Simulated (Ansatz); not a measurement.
The structure below was relaxed with LDA (Ansatz, a program for electronic structure, PAW, scalar-relativistic without spin-orbit coupling), at pressure 9 GPa.

```
Ag
1.0
    0.00000     1.96400     1.96400
    1.96400     0.00000     1.96400
    1.96400     1.96400     0.00000
Ag
1
Direct
  0.00000   0.00000   0.00000
```

Problem. Find the space group and the Wyckoff positions.

Solution. Space group Fm-3m (No. 225); a = b = c = 3.928 Å, α = β = γ = 90.00°

```csv
atom,site,symmetry,x,y,z
Ag,4a,m-3m,0.0000,0.0000,0.0000
```

Load acts through the strain it causes; cell and atoms are relaxed under it. Whether these cells are dynamically stable was not tested. No other phases were tried under pressure. The cell was made from Ag in the fcc (Cu type) structure (space group Fm-3m, No. 225) by this change: pressure 9 GPa.
